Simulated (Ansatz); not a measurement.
Consider Sr in the fcc (Cu type) structure (space group Fm-3m, No. 225).

```
Sr
1.0
    0.00000     2.96126     2.96126
    2.96126     0.00000     2.96126
    2.96126     2.96126     0.00000
Sr
1
Direct
  0.00000   0.00000   0.00000
```

Cartesian axes are those of the cell as printed.

All numbers come from PBEsol, PAW, 420 eV (Ansatz, a program for electronic structure; no spin-orbit coupling).

Strains are applied to the cell and any free atomic positions relax; under biaxial strain the out-of-plane vector relaxes too.

One change was made to it. Results:

The pressure (mean of the normal stresses, compression positive) remains 0.0 GPa; the shortest interatomic distance decreases by 0.004 Å (4.188 Å → 4.184 Å); the band gap is still zero.

### Question
Name the change that was made.
(A) biaxial strain −0.50 %, plane normal [001], relaxed out of plane
(B) biaxial strain +0.50 %, plane normal [001], relaxed out of plane
(C) biaxial strain +2.50 %, plane normal [001], relaxed out of plane
(D) biaxial strain +2.00 %, plane normal [001], relaxed out of plane
(E) biaxial strain +1.50 %, plane normal [001], relaxed out of plane

### Answer
B, biaxial strain +0.50 %, plane normal [001], relaxed out of plane. For comparison, the shortest interatomic distance in the other runs: biaxial strain +2.50 %, plane normal [001], relaxed out of plane gives 4.161 Å; biaxial strain +1.50 %, plane normal [001], relaxed out of plane gives 4.174 Å; biaxial strain −0.50 %, plane normal [001], relaxed out of plane gives 4.167 Å; biaxial strain +2.00 %, plane normal [001], relaxed out of plane gives 4.168 Å.

Whether these cells are dynamically stable was not tested.
